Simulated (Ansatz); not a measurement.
L1₂ (Cu3Au-type) Pt3Ti was calculated with LDA+SOC (PAW; Ansatz, an electronic-structure program).

From the output:

```
Crystal: 4 atoms, lattice volume = 60.052 Å³
Basis set: ecut = 520 eV, 1647 PW (Γ), exchange–correlation on 60×60×60 points (8 copies of the dense FFT grid, shifted against one another)
Bands: 80, of which v1, the nominal top of the filled ones, is band 66 counted from 1 (65 counted from 0)
Symmetry: 48 space group operations + 48 with time reversal
k-points: 120 of 2744
Initial density: superposition of atomic densities (chi_scale 0.1, normalization cell, long waves kept (reshape's long-wave potential 0.00 eV rms))
Functional: x = slater, c = lda
spin=Noncollinear: Kerker preconditioning applied to the charge; magnetization (m_x, m_y, m_z) channels mix plain (no charge-response kernel on spin).
SCF 1 converged in 13 iterations: F = -39288.657826 eV  dr2 = 2.42e-11
SCF converged after 13 iterations
Free energy (F): -39288.657826 eV
Internal energy: -39288.647969 eV  (E = F + TS)
E sigma→0 (E₀):  -39288.652898 eV
Fermi energy:    21.875244 eV
--- Forces (eV/Å), atoms counted from 1 ---
  atom   1  Ti     0.00000000     0.00000000    -0.00000000
  atom   2  Pt     0.00000000    -0.00000000     0.00000000
  atom   3  Pt     0.00000000    -0.00000000     0.00000000
  atom   4  Pt     0.00000000     0.00000000     0.00000000
--- Stress (GPa, compression-positive) ---
       -8.977028       0.000000      -0.000000
        0.000000      -8.977028       0.000000
        0.000000       0.000000      -8.977028
  P = ⅓ Tr σ = -8.9770 GPa (-89.770 kbar)
```

Question: Write an input file that could have produced this run (the log leaves some choices open).

Answer: This is not unique; one that fits is 
Ansatz 0.2 input:
```yaml
crystal:
  lattice:
    - [3.916, 0.0, 0.0]
    - [0.0, 3.916, 0.0]
    - [0.0, 0.0, 3.916]
  atoms:
    - { symbol: Ti, position: [0.0, 0.0, 0.0] }
    - { symbol: Pt, position: [0.0, 0.5, 0.5] }
    - { symbol: Pt, position: [0.5, 0.0, 0.5] }
    - { symbol: Pt, position: [0.5, 0.5, 0.0] }
basis:
  ecutwfc: 520
  ecutrho_ratio: 4
  xc_grid: 2
kpoints:
  mp_grid: { grid: [14, 14, 14] }
hamiltonian:
  xc: lda
  dispersion: none
  pseudopotentials: { kind: paw }
scf:
  occupations: { method: fermi_dirac, width: 0.05 }
  convergence: { dr2_threshold: 0.0000000004 }
output:
  forces: true
  stress: true
  eigenvalues: true
magnetization:
  noncollinear: true
  spin_orbit: true
```

The PAW data were made under PBE.

Note: cell and atoms aren't relaxed at this level (pressure -9.0 GPa).
